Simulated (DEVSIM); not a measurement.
System: CdS/CdTe n-p heterojunction, at 300 K.

Layer 1 from the left is CdS, thickness (μm) 1.20, Nd (cm⁻³) 1.1e18, τn (s) 2.4e-9, τp (s) 2.4e-9. Layer 2 from the left is CdTe, thickness (μm) 0.440, Na (cm⁻³) 1.5e15, τn (s) 2.4e-9, τp (s) 2.4e-9.

Left contact: ohmic. Right contact: ohmic. Voltage is applied to the left contact. Recombination: SRH at mid-gap, Auger. Mobility is constant in doping.

Constants are typed, rounded textbook-type inputs, not results; the design itself was drawn at random and stands for no fabricated device. Values at 300 K.

CdS: gap (eV) 2.4, affinity (eV) 4.3, permittivity 9, Nc (cm⁻³) 2.2e18, Nv (cm⁻³) 1.8e19, μn (cm²/Vs) 300, μp (cm²/Vs) 25, Cn (cm⁶/s) 1e-30, Cp (cm⁶/s) 1e-30. CdTe: gap (eV) 1.5, affinity (eV) 4.28, permittivity 10.2, Nc (cm⁻³) 8e17, Nv (cm⁻³) 1.8e19, μn (cm²/Vs) 1000, μp (cm²/Vs) 80, Cn (cm⁶/s) 1e-30, Cp (cm⁶/s) 1e-30.

DEVSIM, 1D drift-diffusion, Boltzmann statistics, complete ionisation; no tunnelling, impact ionisation, image-force lowering or self-heating. Band offsets follow the typed affinities; no thermionic-emission limit at abrupt steps, no polarisation charge.

Q: What does the simulation give for the largest field in the device at zero bias, the dark forward voltage at 100 A/cm²?

A: largest field in the device at zero bias 48000 V/cm; dark forward voltage at 100 A/cm² 1.079 V.
